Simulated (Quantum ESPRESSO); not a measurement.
Input and output of a self-consistent single point for ScAg4 (P1, 5 atoms in the cell) (Quantum ESPRESSO).

Method: LDA (PZ), GBRV 1.5 ultrasoft (LDA) pseudopotentials (plane waves; Quantum ESPRESSO 7.5).

The change in words: atoms moved at random. Reference geometry:
```yaml
crystal:
  lattice:
    - [3.30061, -3.30061, 2.04162]
    - [3.30061, 3.30061, 2.04162]
    - [-3.30061, -3.30061, 2.04162]
  atoms:
    - { symbol: Sc, position: [0.00000, 0.00000, 0.00000] }
    - { symbol: Ag, position: [0.20076, 0.59963, 0.19961] }
    - { symbol: Ag, position: [0.79924, 0.40037, 0.80039] }
    - { symbol: Ag, position: [0.59998, 0.80039, 0.59963] }
    - { symbol: Ag, position: [0.40002, 0.19961, 0.40037] }
```

Reference input (self-consistent single point, DFT, LDA (PZ), plane waves, GBRV 1.5 ultrasoft (LDA) pseudopotentials): ecutwfc = 50 Ry; ecutrho = 400 Ry; occupations = smearing; smearing = fd; degauss = 0.0073499 Ry; potentials = {Sc: sc_lda_v1.uspp.F.UPF, Ag: ag_lda_v1.4.uspp.F.UPF}; K_POINTS = automatic 6 6 6 0 0 0; conv_thr = 1e-10 Ry; mixing_beta = 0.4. This run's input differs from it in these lines:

```diff
@@ -9,5 +9,3 @@
 &SYSTEM
-    ibrav = 7
-    celldm(1) = 12.4744978884
-    celldm(3) = 0.618559902563
+    ibrav = 0
     nat = 5
@@ -28,9 +26,13 @@
 ATOMIC_POSITIONS {crystal}
-Sc    0.0000000000    0.0000000000    0.0000000000
-Ag   -0.7992400000    0.5996300000    0.1996100000
-Ag   -0.2007600000    0.4003700000    0.8003900000
-Ag   -0.4000200000    0.8003900000    0.5996300000
-Ag   -0.5999800000    0.1996100000    0.4003700000
+Sc    0.0052390000   -0.0047760000    0.0020940000
+Ag    0.1817690000    0.5996510000    0.7797910000
+Ag    0.7835610000    0.3932120000    0.1934290000
+Ag    0.6197970000    0.8102310000    0.4192250000
+Ag    0.4096330000    0.2016830000    0.6054610000
 K_POINTS {automatic}
 6 6 6  0 0 0
+CELL_PARAMETERS {angstrom}
+  -3.3006100000     3.3006100000     2.0416250000
+   3.3006100000    -3.3006100000     2.0416250000
+   3.3006100000     3.3006100000    -2.0416250000
```

Log, with long lists cut:

```
     Self-consistent Calculation

     iteration #  1     ecut=    50.00 Ry     beta= 0.40

     total energy              =   -1274.05296062 Ry
     estimated scf accuracy    <       8.39508807 Ry

     iteration #  2     ecut=    50.00 Ry     beta= 0.40

     total energy              =   -1277.00387319 Ry
     estimated scf accuracy    <       3.16187369 Ry

     iteration #  3     ecut=    50.00 Ry     beta= 0.40

     total energy              =   -1277.11004863 Ry
     estimated scf accuracy    <       0.32410405 Ry

   [... 9 blocks of this kind left out ...]

     iteration # 13     ecut=    50.00 Ry     beta= 0.40

     total energy              =   -1277.22992772 Ry
     estimated scf accuracy    <          2.1E-09 Ry

     iteration # 14     ecut=    50.00 Ry     beta= 0.40
     End of self-consistent calculation

     Number of k-points >= 100: set verbosity='high' to print the bands.

     the Fermi energy is    15.8181 ev

!    total energy              =   -1277.22992772 Ry
     estimated scf accuracy    <          4.9E-11 Ry
     smearing contrib. (-TS)   =      -0.00500476 Ry
     internal energy E=F+TS    =   -1277.22492296 Ry

     convergence has been achieved in  14 iterations

     Forces acting on atoms (cartesian axes, Ry/au):

     atom    1 type  1   force =     0.01713870   -0.01051237    0.00001511
     atom    2 type  2   force =    -0.00266093    0.02501986    0.00043820
     atom    3 type  2   force =    -0.00773045    0.01236394    0.00541394
     atom    4 type  2   force =    -0.00784104   -0.01552883   -0.00342342
     atom    5 type  2   force =     0.00109373   -0.01134260   -0.00244382

     Total force =     0.041589     Total SCF correction =     0.000029

          total   stress  (Ry/bohr**3)                   (kbar)     P=      -69.25
  -0.00047136   0.00000482  -0.00000454          -69.34        0.71       -0.67
   0.00000482  -0.00045142   0.00001210            0.71      -66.41        1.78
  -0.00000454   0.00001210  -0.00048957           -0.67        1.78      -72.02

   JOB DONE.
```

The run converged in 14 iterations. Against the reference run the free energy goes up by 19.2 meV/atom, the pressure goes from -7.73 to -6.93 GPa and the largest force goes from 0.002 to 0.647 eV/Å.

The starting cell comes from a database of computed structures (which also holds hypothetical and non-ambient phases and stackings), without a prior relaxation at this level. For this run, on top of that: atoms moved at random. With a pressure of about -7 GPa the cell is away from its equilibrium volume at this level.

Cost on one core of a shared machine: roughly 5 min.
